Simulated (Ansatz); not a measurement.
Response to strain in WSi2

Take WSi2 (space group P6_222, No. 180; a = 4.576 Å, c = 6.603 Å; a cell from a computed database, its experimental status unchecked) as the base. Axes: x lies along a and z along c of the hexagonal cell.

Strains are applied to the cell and any free atomic positions relax; under biaxial strain the out-of-plane vector relaxes too.

The values are results of PBEsol (Ansatz, a program for electronic structure; PAW; 420 eV plane waves; spin-orbit coupling left out), not measurements.

### Question
Only one of these has a band gap. Which?
(A) biaxial strain −4.44 %, plane normal [001], relaxed out of plane
(B) biaxial strain +1.26 %, plane normal [001], relaxed out of plane
(C) strain tensor (xx, yy, zz, yz, xz, xy) = (−1.93, +1.81, −0.51, +0.48, +0.50, −0.74) %
(D) strain tensor (xx, yy, zz, yz, xz, xy) = (+1.70, +0.08, +0.42, +1.11, +0.49, +1.04) %

### Answer
A, biaxial strain −4.44 %, plane normal [001], relaxed out of plane. Computed: strain tensor (xx, yy, zz, yz, xz, xy) = (−1.93, +1.81, −0.51, +0.48, +0.50, −0.74) %: zero; biaxial strain −4.44 %, plane normal [001], relaxed out of plane: 0.37 eV; strain tensor (xx, yy, zz, yz, xz, xy) = (+1.70, +0.08, +0.42, +1.11, +0.49, +1.04) %: zero; biaxial strain +1.26 %, plane normal [001], relaxed out of plane: zero

The mesh was chosen for an insulator and is coarse for the gapless case. With W present, leaving out spin-orbit coupling can change the band edges. No phonon test of stability was made. The final runs are not spin-polarised. A zero or small gap of WSi2 can be the functional's error rather than a property of the material.
